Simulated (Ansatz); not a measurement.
An Ansatz (a program for electronic structure) run: BN with a change (uniaxial strain ε_yy = −0.84 %); r2SCAN+rVV10 (Ansatz; PAW; 500 eV plane waves; no spin-orbit coupling), earlier PAW set.

Input:

Ansatz 0.2 input:
```yaml
crystal:
  lattice:
    - [2.4997488795, 0, 0]
    - [-1.2498744398, 2.1466613261, 0]
    - [0, 0, 6.5253484607]
  atoms:
    - { symbol: B, position: [0.3333333333, 0.6666666667, 0.25] }
    - { symbol: B, position: [0.6666666667, 0.3333333333, 0.75] }
    - { symbol: N, position: [0.3333333333, 0.6666666667, 0.75] }
    - { symbol: N, position: [0.6666666667, 0.3333333333, 0.25] }
basis: { ecutwfc: 500, ecutrho_ratio: 4, xc_grid: 4, fft_grid_basis: typed }
kpoints: { mp_grid: { grid: [15, 15, 5] } }
hamiltonian:
  xc: r2scan
  dispersion: rvv10
  pseudopotentials: { azcp: { folder: ./paw }, kind: paw }
scf: { occupations: { method: fermi_dirac, width: 0.05 }, convergence: { dr2_threshold: 0.0000000004 } }
relax: { f_tol: 0.005, max_steps: 50 }
output: { forces: true, stress: true }
checkpoint: { write: state.ck, write_every: 1000 }
```

Output (explanatory and most iteration lines left out):

```
Relaxation: its limit of steps is 50 (relax.max_steps)
Pseudopotential: B, paw, valence charge 3
Pseudopotential: N, paw, valence charge 5
Crystal: 4 atoms, lattice volume = 35.016 Å³
Basis set: ecut = 500 eV, 881 PW (Γ), exchange–correlation on 80×80×192 points (64 copies of the dense FFT grid, shifted against one another)
Bands: 12, of which v1, the nominal top of the filled ones, is band 8 counted from 1 (7 counted from 0)
Symmetry: 8 space group operations
Space group: Cmcm (ITA 63), of the structure as read, at distance tolerance 3.3e-5 Å
k-points: 192 of 1125
Functional: x = r2scan, c = r2scan + rvv10(b = 11.95, C = 0.0093); τ floored in thin density (d = 2e-4 eV/Å³)
SCF iter   1: F=—  HF=-1089.538907 eV  |F-HF|=—  |Δ(HF+E_count)|=         —  Δρ=1.46e-1  dr2=7.29e0  dr2_τ=1.32e0  ethr=3.10e-3  ⟨swp⟩=5.9  Hψ=14176  notcnv=0
SCF iter   2: F=—  HF=-1087.579171 eV  |F-HF|=—  |Δ(HF+E_count)|=    1.96e0  Δρ=6.30e-2  dr2=6.55e-1  dr2_τ=2.34e-1  ethr=3.10e-3  ⟨swp⟩=3.3  Hψ=7121  notcnv=0
SCF 1 converged in 8 iterations: F = -1087.542182 eV  dr2 = 7.40e-12
relax step   1: F+E_penalty+E_count = -1087.54218244 eV  Δ(F+E_penalty+E_count) = +0.000e0 eV  max|allowed force component| = 1.158e-1 eV/Å  Δτ_max = 0.0000 Å  (8 SCF iters, accepted)
Crystal: 4 atoms, lattice volume = 35.016 Å³
SCF iter   1: F=—  HF=-1087.541910 eV  |F-HF|=—  |Δ(HF+E_count)|=         —  Δρ=2.86e-3  dr2=1.14e-3  dr2_τ=4.66e-3  ethr=7.04e-6  ⟨swp⟩=1.9  Hψ=12103  notcnv=0
SCF iter   2: F=—  HF=-1087.542337 eV  |F-HF|=—  |Δ(HF+E_count)|=   4.27e-4  Δρ=1.51e-3  dr2=2.62e-4  dr2_τ=1.11e-5  ethr=7.04e-6  ⟨swp⟩=1.9  Hψ=3307  notcnv=0
SCF 2 converged in 7 iterations: F = -1087.542383 eV  dr2 = 8.42e-12
relax step   2: F+E_penalty+E_count = -1087.54238257 eV  Δ(F+E_penalty+E_count) = -2.001e-4 eV  max|allowed force component| = 6.932e-2 eV/Å  Δτ_max = 0.0102 Å  (7 SCF iters, accepted)
Crystal: 4 atoms, lattice volume = 35.016 Å³
SCF iter   1: F=—  HF=-1087.542441 eV  |F-HF|=—  |Δ(HF+E_count)|=         —  Δρ=8.96e-4  dr2=8.78e-5  dr2_τ=2.51e-4  ethr=8.06e-6  ⟨swp⟩=2.1  Hψ=7709  notcnv=0
SCF iter   2: F=—  HF=-1087.542487 eV  |F-HF|=—  |Δ(HF+E_count)|=   4.60e-5  Δρ=4.74e-4  dr2=2.23e-5  dr2_τ=1.24e-6  ethr=5.49e-7  ⟨swp⟩=1.1  Hψ=3919  notcnv=0
SCF 3 converged in 6 iterations: F = -1087.542492 eV  dr2 = 6.18e-11
relax step   3: F+E_penalty+E_count = -1087.54249193 eV  Δ(F+E_penalty+E_count) = -1.094e-4 eV  max|allowed force component| = 1.207e-3 eV/Å  Δτ_max = 0.0040 Å  (6 SCF iters, accepted)
Crystal: 4 atoms, lattice volume = 35.016 Å³
SCF iter   1: F=—  HF=-1087.542492 eV  |F-HF|=—  |Δ(HF+E_count)|=         —  Δρ=8.16e-7  dr2=6.18e-11  dr2_τ=7.54e-12  ethr=1.00e-12  ⟨swp⟩=1.1  Hψ=16112  notcnv=0
SCF iter   2: F=-1087.542492 eV  HF=-1087.542492 eV  |F-HF|=1.75e-11  |Δ(HF+E_count)|=  4.46e-11  Δρ=4.18e-7  dr2=1.45e-11  dr2_τ=1.80e-12  ethr=1.00e-12  ⟨swp⟩=3.7  Hψ=6376  notcnv=0
SCF 4 converged in 2 iterations: F = -1087.542492 eV  dr2 = 1.45e-11
SCF converged after 2 iterations
Free energy (F): -1087.542492 eV
Internal energy: -1087.542492 eV  (E = F + TS)
E sigma→0 (E₀):  -1087.542492 eV
Fermi energy:    7.218774 eV
--- Forces (eV/Å), atoms counted from 1 ---
  atom   1  B     -0.00000000     0.00120654    -0.00000000
  atom   2  B      0.00000000    -0.00120654     0.00000000
  atom   3  N     -0.00000000     0.00105816     0.00000000
  atom   4  N      0.00000000    -0.00105816    -0.00000000
--- Stress (GPa, compression-positive) ---
        1.785077      -0.000000       0.000000
       -0.000000       7.958775       0.000000
        0.000000       0.000000       0.007139
  P = ⅓ Tr σ = 3.2503 GPa (32.503 kbar)
--- Relaxed structure (3 steps of the walk, 3 accepted, 0 SCFs on fresh bases) ---
  atoms:
    - { symbol: B, position: [0.3345509984941381, 0.6691019969882762, 0.24999999999999994] }
    - { symbol: B, position: [0.6654490015058617, 0.3308980030117234, 0.7499999999999998] }
    - { symbol: N, position: [0.33150843811636815, 0.6630168762327362, 0.7499999999999998] }
    - { symbol: N, position: [0.6684915618836317, 0.3369831237672634, 0.24999999999999994] }
```

Stability against distortions was not tested. The cell was made from BN in the h-BN type structure (space group P6_3/mmc, No. 194; layered, stacked along the Cartesian z axis) by this change: uniaxial strain ε_yy = −0.84 %.
